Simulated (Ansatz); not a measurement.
Take As in the A7 type structure (space group R-3m, No. 166; a = 3.745 Å, c = 9.754 Å (hexagonal axes); layered) as the base.

One thing is altered: a free-standing slab of 2 layers (4 atoms, 2 a layer) is cut normal to the stacking axis, with 15 Å of vacuum and the in-plane cell relaxed.

Levels (all Ansatz, an electronic-structure program, PAW): PBEsol-D3(BJ) (420 eV, no spin-orbit coupling); r2SCAN (500 eV, spin-orbit coupling left out).

The geometry is relaxed with PBEsol-D3(BJ).

- PBEsol-D3(BJ) gap character: absent
- PBEsol-D3(BJ) band gap: zero

With r2SCAN at the same geometry, the gap character goes from absent to indirect, K–Γ (87 % along) → Γ–M (77 % along); the band gap changes from zero to 0.14 eV.

Single points use the geometry relaxed with PBEsol-D3(BJ). No phonon test of stability was made. A zero or small gap of As can be the functional's error rather than a property of the material. k-point labels follow each cell's own Brillouin zone.
